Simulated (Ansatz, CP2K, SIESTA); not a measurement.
## One structure in several programs: Rb3Zn (P1, 4 atoms in the cell)

Self-consistent single point, at a second geometry (atoms moved at random). First geometry:

```xyz
4
Lattice="-3.1397 3.1397 6.3175 3.1397 -3.1397 6.3175 3.1397 3.1397 -6.3175" Properties=species:S:1:pos:R:3 pbc="T T T"
Rb     0.0000     3.1397     3.1588
Rb     3.1397     0.0000     3.1588
Rb     0.0000     0.0000     6.3175
Zn     0.0000     0.0000     0.0000
```

Second geometry:
```
CELL_PARAMETERS angstrom
     -3.13969     3.13969     6.31754
      3.13969    -3.13969     6.31754
      3.13969     3.13969    -6.31754
ATOMIC_POSITIONS crystal
  Rb 0.73697 0.24437 0.48629
  Rb 0.25386 0.74938 0.50620
  Rb 0.50509 0.50744 0.00632
  Zn 0.00409 0.99881 0.00120
```

Shared settings, as Ansatz (a quantum-chemistry and plane-wave program) writes them: kpoints.mp_grid.grid = 5 5 5; scf.occupations.method = gaussian; scf.occupations.width = 0.02 Ry. Potentials and cutoffs stand in the table.

```json
[
 {"code": "Ansatz", "model": "LDA (PW92), PAW files made with PBE", "ΔF from the first geometry (meV/atom)": "1.1", "pressure (GPa)": "-0.69", "largest force (eV/Å)": "0.059", "cutoff": "30.9 Ry"},
 {"code": "SIESTA", "model": "LDA PW92, numerical atomic orbitals DZP, PseudoDojo LDA standard norm-conserving potentials (rewritten from UPF to PSML)", "ΔF from the first geometry (meV/atom)": "1.7", "pressure (GPa)": "-0.43", "largest force (eV/Å)": "0.085", "cutoff": "grid 400 Ry"},
 {"code": "CP2K", "model": "LDA (Pade form), GPW, DZVP-MOLOPT-SR-GTH basis, GTH-PADE potentials (GTH_POTENTIALS)", "ΔF from the first geometry (meV/atom)": "1.2", "pressure (GPa)": "-0.64", "largest force (eV/Å)": "0.067", "cutoff": "grid 600 Ry"}
]
```

Size of the force on each atom (eV/Å): Sizes of forces hide their directions.

| code | Rb1 | Rb2 | Rb3 | Zn4 |
|---|---|---|---|---|
| Ansatz | 0.059 | 0.050 | 0.052 | 0.006 |
| SIESTA | 0.085 | 0.077 | 0.074 | 0.018 |
| CP2K | 0.067 | 0.057 | 0.059 | 0.006 |

The spread over the programs that give each value: ΔF from the first geometry within 0.6 meV/atom; pressure within 0.26 GPa; largest force within 0.026 eV/Å.

SIESTA and CP2K use small atom-centred bases, whose incompleteness enters pressures, forces and empty levels differently from a plane-wave cutoff. Ansatz's pressure is given at a fixed set of plane waves, as the other plane-wave codes print theirs.

The starting cell comes from a database of computed structures (which also holds hypothetical and non-ambient phases and stackings), without a prior relaxation at this level. For this run, on top of that: atoms moved at random.

Keys are those of Ansatz 0.2.
